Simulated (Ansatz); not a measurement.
# Ti under a change: biaxial strain −1.50 %, plane normal [001], relaxed out of plane

The parent structure is Ti in the hcp (Mg type) structure (space group P6_3/mmc, No. 194; a = 2.864 Å, c = 4.537 Å; relaxed with 0.1 eV smearing). Axes: x lies along a and z along c of the hexagonal cell.

The change: biaxial strain −1.50 %, plane normal [001], relaxed out of plane (Cartesian); in-plane vectors clamped, the third vector and the atoms free.

Computed with DFT with LDA, PAW potentials and a 420 eV plane-wave cutoff in Ansatz (a program for electronic structure), spin-orbit coupling left out. Γ-centred 23×23×13 mesh, Fermi–Dirac width 0.1 eV.

```json
[
 {"quantity": "space group", "base": "P6_3/mmc (No. 194)", "changed": "P6_3/mmc (No. 194)", "shift": "–"},
 {"quantity": "shortest interatomic distance", "base": "5.305 bohr", "changed": "5.327 bohr", "shift": "+0.022 bohr"},
 {"quantity": "pressure (mean of the normal stresses, compression positive)", "base": "0.0 GPa", "changed": "2.0 GPa", "shift": "+2.0 GPa"},
 {"quantity": "band gap", "base": "zero", "changed": "zero", "shift": "–"},
 {"quantity": "out-of-plane strain", "base": "–", "changed": "+1.41 %", "shift": "–"},
 {"quantity": "mean in-plane stress (compression positive)", "base": "–", "changed": "+3.0 GPa", "shift": "–"}
]
```

Stability against distortions was not tested. All final runs are without spin polarisation.
